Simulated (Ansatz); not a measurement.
**Response to strain in InP**

Base system: InP in the zinc blende structure (space group F-43m, No. 216; a = 5.907 Å). Axes: x, y, z lie along the cube axes.

Strains are applied to the cell and any free atomic positions relax; under biaxial strain the out-of-plane vector relaxes too.

Calculations: DFT with r2SCAN, PAW potentials and a 500 eV plane-wave cutoff in Ansatz (a first-principles code), no spin-orbit coupling, earlier PAW set.

Before the change:

The band gap is 1.02 eV.

Problem. The aim is a band gap between 1.36 eV and 1.48 eV. Which of these changes reaches it?
A) isotropic strain −2.32 %
B) biaxial strain −2.22 %, plane normal [001], relaxed out of plane
C) tensor shear ε_xz = +1.42 %
D) isotropic strain −4.11 %
E) tensor shear ε_yz = −0.50 %

Solution. A, isotropic strain −2.32 %. It gives 1.43 eV; tensor shear ε_yz = −0.50 % gives 0.99 eV; tensor shear ε_xz = +1.42 % gives 0.91 eV; isotropic strain −4.11 % gives 1.75 eV; biaxial strain −2.22 %, plane normal [001], relaxed out of plane gives 1.06 eV. Changes not listed may reach it too

Whether these cells are dynamically stable was not tested.
